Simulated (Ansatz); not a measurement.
Take WSe₂ (space group P6_3/mmc, No. 194; a = 3.2790 Å, c = 12.7862 Å; layered, stacked along the Cartesian z axis) as the base.

Calculations: Kohn–Sham DFT with the PBE-D3(BJ) functional, run in Ansatz (an electronic-structure program) with PAW and 420 eV plane waves, no SOC.

Strains are applied to the cell and any free atomic positions relax.

One change was made to it. Results:

```tsv
quantity	base	after
valence-band top at Γ (three highest levels, from the VBM)	0.00, -0.96, -1.20 eV	0.00, -0.93, -1.27 eV
energy relative to the base (free energy F)	0 meV/atom	+1.4 meV/atom
band gap	0.87 eV	0.84 eV
pressure (mean of the normal stresses, compression positive)	0.00 GPa	1.25 GPa
```

What was done to the base?
(A) isotropic strain −1.80 %
(B) isotropic strain −1.20 %
(C) isotropic strain −0.60 %

C, isotropic strain −0.60 %. For comparison, the valence-band top at Γ in the other runs: isotropic strain −1.20 % gives 0.00, -0.89, -1.34 eV; isotropic strain −1.80 % gives 0.00, -0.85, -1.28 eV.

Spin-orbit coupling, missing from the scalar runs, can matter with W. No phonon test of stability was made.
